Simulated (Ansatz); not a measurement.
White tin (β-Sn), treated with PBE+SOC (PAW; Ansatz, a program for electronic structure).

Settings: plane-wave cutoff 520 eV, 20×20×20 k mesh, Fermi–Dirac smearing 0.05 eV, PAW data made under PBE.

Cell (relaxed at this level):

```yaml
crystal:
  lattice:
    - [-2.97326, 2.97326, 1.60682]
    - [2.97326, -2.97326, 1.60682]
    - [2.97326, 2.97326, -1.60682]
  atoms:
    - { symbol: Sn, position: [0.25000, 0.75000, 0.50000] }
    - { symbol: Sn, position: [0.00000, 0.00000, 0.00000] }
```

What does this level give for the bulk modulus and pressure derivative B′ of the bulk modulus?


- bulk modulus: 47.3 GPa
- pressure derivative B′ of the bulk modulus: 4.9

The run finds no gap.

Measured, for comparison: bulk modulus 57.0 GPa (temperature not stated, no zero-point or thermal correction; as tabulated in Chen et al. (2023), arXiv:2209.05059). Computed (rounded) less measured: bulk modulus -17 %.

Note: the bulk modulus comes from volumes at which shape and atoms were relaxed.

Computed values are for the static lattice.
